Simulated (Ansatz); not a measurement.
The starting structures come from a database of crystals and need not be the phases stable at ambient conditions.

 Where the default PAW files enter, the runs use the earlier of Ansatz's two default sets.

Inside the gap of an insulator the Bloch states are evanescent, with a wavenumber k + iκ along the transport direction.

Input:

```xyz
12
Lattice="5.5107 0.0000 0.0000 -2.2828 5.0156 0.0000 1.6139 2.5078 4.6340" Properties=species:S:1:pos:R:3 pbc="T T T"
Hf     0.0000     0.0000     0.0000
Hf     0.4725     5.0156     2.3170
Si     4.3693     2.5078     2.3170
Si     1.6139     2.5078     0.0000
O      4.5328     5.4582     3.7762
O      5.6742     2.9504     3.1748
O      1.4762     3.8788     0.8578
O      4.2315     3.8788     1.4592
O      3.0643     2.0652     3.1748
O      1.7517     1.1368     0.8578
O      4.5070     1.1368     1.4592
O      1.9229     4.5730     3.7762
```

Space group of this cell: I4_1/amd. The cell is taken as given; by PBEsol its mean pressure is 2.3 GPa.

Transport runs along the normal of the first two printed cell vectors, the (110) plane of the conventional cell.

The gap is the functional's own, uncorrected, and κ follows it; spin-orbit coupling is left out. Mid-gap values are interpolated between the computed energies.

Problem. Compute, with PBEsol in Ansatz (an electronic-structure program), the band gap and the smallest decay constant κ at mid-gap.

Solution. Gap 5.41 eV on a 8×8×8 mesh; κ = 0.430 1/Å, at the zone centre.
